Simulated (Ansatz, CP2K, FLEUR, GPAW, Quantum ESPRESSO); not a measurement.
# Code comparison for Bi₂Pd (I4/mmm, 3 atoms in the cell)

Self-consistent single point.

```
CELL_PARAMETERS angstrom
     -1.67641     1.67641     6.55724
      1.67641    -1.67641     6.55724
      1.67641     1.67641    -6.55724
ATOMIC_POSITIONS crystal
  Bi 0.63232 0.63232 0.00000
  Bi 0.36768 0.36768 0.00000
  Pd 0.00000 0.00000 0.00000
```

All programs got the same cell, k-point mesh and kind of occupations (in Ansatz's words: kpoints.mp_grid.grid = 9 9 9; scf.occupations.method = gaussian; scf.occupations.width = 0.1 eV); potentials, basis and cutoffs are each program's usual ones.

```
code                                                                                   model  pressure (GPa)  largest force (eV/Å)  k-points           cutoff
----------------  --------------------------------------------------------------------------  --------------  --------------------  --------  ---------------
Quantum ESPRESSO                        PBEsol, SSSP 1.1.2 efficiency (PBE) pseudopotentials           -0.14                 0.205        75            60 Ry
FLEUR                        PBEsol, all-electron FLAPW (FLEUR), scalar-relativistic valence               –                 0.227        75  Kmax 3.9 1/bohr
CP2K              PBEsol, GPW, DZVP-MOLOPT-SR-GTH basis, GTH-PBE potentials (GTH_POTENTIALS)            3.82                 0.484       365      grid 500 Ry
Ansatz                                                       PBEsol, PAW files made with PBE            0.08                 0.202        75           420 eV
GPAW                                   PBEsol, GPAW PAW datasets PBEsol (made by gpaw-setup)            0.07                 0.210        75           550 eV
```

A dash marks a value that a program does not give, or that is left out as unsure.

The spread over the programs that give each value: pressure within 3.96 GPa; largest force within 0.282 eV/Å.

The starting cell comes from a database of computed structures (which also holds hypothetical and non-ambient phases and stackings), without a prior relaxation at this level. Its lattice was rescaled by a random factor within 2.5 % of one. On Ansatz's run: Spin-orbit coupling is off. Spin polarisation is off.

Q: Why do the programs differ, and what cannot be compared?

A: Differences of this kind can come from the potentials, where these differ, and from what each basis and cutoff leave unconverged. The valence holds different numbers of electrons (Quantum ESPRESSO 48, FLEUR 46, CP2K 28, Ansatz (a program for electronic structure) 48, GPAW 46). The zero of total energies and Fermi levels follows the potentials and each program's conventions, so they are not compared here. CP2K uses small atom-centred bases, whose incompleteness enters pressures, forces and empty levels differently from a plane-wave cutoff. FLEUR treats all electrons, but the usual bases taken here (sphere radii, linearisation, local orbitals, empty states) were not tested for convergence, so the values are no reference for the others. Ansatz's pressure is given at a fixed set of plane waves, as the other plane-wave codes print theirs. The programs reduce the same mesh by symmetry to different extents, which changes the work and not the result. In the pressure, CP2K (by 3.75) lies more than 1 GPa from the median of the plane-wave programs. In the force vectors, CP2K (by 0.279) lies more than 0.08 eV/Å from the median of the plane-wave programs.

Left out of this page: ABINIT (stopped by limits of time or memory); Elk (not drawn, or without a comparable value).

Keys are those of Ansatz 0.2.
